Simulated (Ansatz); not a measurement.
The starting structures come from a database of crystals and need not be the phases stable at ambient conditions.

 Where the default PAW files enter, the runs use the earlier of Ansatz's two default sets.

Inside the gap of an insulator the Bloch states are evanescent, with a wavenumber k + iκ along the transport direction.

Consider the following.

```
Be2CsBF2O3
1.0
    4.48253     0.00000     0.00000
   -2.24126     3.88198     0.00000
    2.24127     1.29399     7.37185
Cs Be B O F
1 2 1 3 2
Cartesian
  0.00000   0.00000   0.00000
  2.24127   1.29399   3.12714
  2.24127   3.88198   4.24470
  4.48253   2.58799   3.68592
  5.17433   1.38976   3.68592
  0.69180   3.78622   3.68592
  3.09893   2.58799   3.68592
  2.24127   1.29399   1.56911
  2.24127   3.88198   5.80274
```

Space group of this cell: R32. The cell is taken as given; by r2SCAN its mean pressure is -2.8 GPa.

Transport runs along the normal of the first two printed cell vectors, the (001) plane of the conventional cell.

The gap is the functional's own. No spin-orbit coupling. Mid-gap values are interpolated on the energy grid.

Q: Predict the band gap and the smallest decay constant κ at mid-gap from r2SCAN run with Ansatz (an electronic-structure program).

A: Gap 6.44 eV on a 8×8×8 mesh; κ = 0.517 1/Å, at the zone centre.
